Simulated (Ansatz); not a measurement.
Electronic density of states of amorphous W24C12N12, density 14.36 g/cm³, on a 2×2×2 Γ-centred mesh with a Gaussian width of 0.1 eV; energies count from the Fermi level. Cell and mesh are small, so fine structure isn't converged. All values below come from PBE, scalar-relativistic without spin-orbit coupling (plane waves to 420 eV, PAW; Ansatz, a first-principles code). Sampling: a 2×2×2 Γ-centred mesh; Fermi-Dirac width 0.1 eV; no spin polarisation.

The cell was made by melting and quenching with the CHGNet potential and then relaxed with DFT. N atoms were pushed apart under 1.9 Å during the dynamics, to hinder bonds among them. The hot cell started wider than the set density and was brought back towards it in steps. It is the lowest in DFT energy of 2 quenches. It is a model cell: composition and starting density were chosen by hand, and all elements were melted together. No dispersion term was used. Its density started from a set value of 16.59 and ended at 14.36 g/cm³. The quench (nominally 300 K/ps over its main leg) was far faster than any real one, so the model tends to hold more defects than a real film. One small periodic cell is one sample of the glass; other quenches scatter about these values. Volume and shape were free in the relaxation. Stress components on the final sampling reach 0.8 GPa. On a 2×2×2 Γ-centred mesh force components of up to 0.48 eV/Å stay, since the relaxation ran on one k-point at (1/4, 1/4, 1/4).

(E - EF (eV), states/(eV atom)): (-12.00, 0.28); (-11.90, 0.25); (-11.80, 0.26); (-11.70, 0.28); (-11.60, 0.33); (-11.50, 0.24); (-11.40, 0.18); (-11.30, 0.23); (-11.20, 0.17); (-11.10, 0.15); (-11.00, 0.14); (-10.90, 0.08); (-10.80, 0.01); (-10.70, 0.00); (-10.60, 0.00); (-10.50, 0.00); (-10.40, 0.00); (-10.30, 0.00); (-10.20, 0.00); (-10.10, 0.00); (-10.00, 0.00); (-9.90, 0.00); (-9.80, 0.00); (-9.70, 0.00); (-9.60, 0.00); (-9.50, 0.00); (-9.40, 0.00); (-9.30, 0.00); (-9.20, 0.00); (-9.10, 0.00); (-9.00, 0.00); (-8.90, 0.00); (-8.80, 0.00); (-8.70, 0.01); (-8.60, 0.08); (-8.50, 0.17); (-8.40, 0.25); (-8.30, 0.25); (-8.20, 0.27); (-8.10, 0.33); (-8.00, 0.35); (-7.90, 0.37); (-7.80, 0.42); (-7.70, 0.47); (-7.60, 0.49); (-7.50, 0.49); (-7.40, 0.46); (-7.30, 0.50); (-7.20, 0.49); (-7.10, 0.50); (-7.00, 0.49); (-6.90, 0.52); (-6.80, 0.56); (-6.70, 0.57); (-6.60, 0.57); (-6.50, 0.62); (-6.40, 0.61); (-6.30, 0.62); (-6.20, 0.61); (-6.10, 0.67); (-6.00, 0.69); (-5.90, 0.60); (-5.80, 0.59); (-5.70, 0.58); (-5.60, 0.62); (-5.50, 0.66); (-5.40, 0.75); (-5.30, 0.74); (-5.20, 0.68); (-5.10, 0.62); (-5.00, 0.64); (-4.90, 0.63); (-4.80, 0.63); (-4.70, 0.68); (-4.60, 0.72); (-4.50, 0.60); (-4.40, 0.53); (-4.30, 0.58); (-4.20, 0.65); (-4.10, 0.66); (-4.00, 0.62); (-3.90, 0.54); (-3.80, 0.47); (-3.70, 0.50); (-3.60, 0.50); (-3.50, 0.52); (-3.40, 0.52); (-3.30, 0.58); (-3.20, 0.55); (-3.10, 0.48); (-3.00, 0.48); (-2.90, 0.48); (-2.80, 0.44); (-2.70, 0.39); (-2.60, 0.42); (-2.50, 0.43); (-2.40, 0.41); (-2.30, 0.41); (-2.20, 0.35); (-2.10, 0.32); (-2.00, 0.34); (-1.90, 0.42); (-1.80, 0.47); (-1.70, 0.38); (-1.60, 0.36); (-1.50, 0.41); (-1.40, 0.40); (-1.30, 0.40); (-1.20, 0.47); (-1.10, 0.50); (-1.00, 0.48); (-0.90, 0.47); (-0.80, 0.41); (-0.70, 0.29); (-0.60, 0.39); (-0.50, 0.43); (-0.40, 0.35); (-0.30, 0.37); (-0.20, 0.46); (-0.10, 0.50); (0.00, 0.43); (0.10, 0.37); (0.20, 0.40); (0.30, 0.42); (0.40, 0.42); (0.50, 0.45); (0.60, 0.46); (0.70, 0.49); (0.80, 0.54); (0.90, 0.57); (1.00, 0.52); (1.10, 0.53); (1.20, 0.50); (1.30, 0.54); (1.40, 0.67); (1.50, 0.67); (1.60, 0.64); (1.70, 0.60); (1.80, 0.60); (1.90, 0.61); (2.00, 0.58); (2.10, 0.61); (2.20, 0.66); (2.30, 0.74); (2.40, 0.69)
